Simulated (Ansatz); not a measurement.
## A computed series for MoS2: pressure series

Start from MoS$_{2}$ in the 3R-MoS2 type structure (space group R3m, No. 160; a = 3.153 Å, c = 17.991 Å (hexagonal axes); layered, stacked along the Cartesian z axis).

Cell and atoms are relaxed at each pressure.

Method: Ansatz (a program for electronic structure) PBE-D3(BJ), no spin-orbit coupling.

**Question.** Only one of these has no band gap. Which?
A. pressure 75 GPa
B. pressure −1 GPa
C. pressure 7 GPa
D. pressure 15 GPa
E. pressure −2 GPa

**Answer.** A, pressure 75 GPa. Computed: pressure −2 GPa: 1.06 eV; pressure −1 GPa: 0.87 eV; pressure 7 GPa: 0.36 eV; pressure 75 GPa: zero; pressure 15 GPa: 0.07 eV

The mesh was chosen for an insulator and is coarse for the gapless case. Load acts through the strain it causes; cell and atoms are relaxed under it. Stability against distortions was not tested. No other phases were tried under pressure. The final runs are not spin-polarised. The zero or small gap of MoS2 under pressure 15 GPa can change with the level of theory.
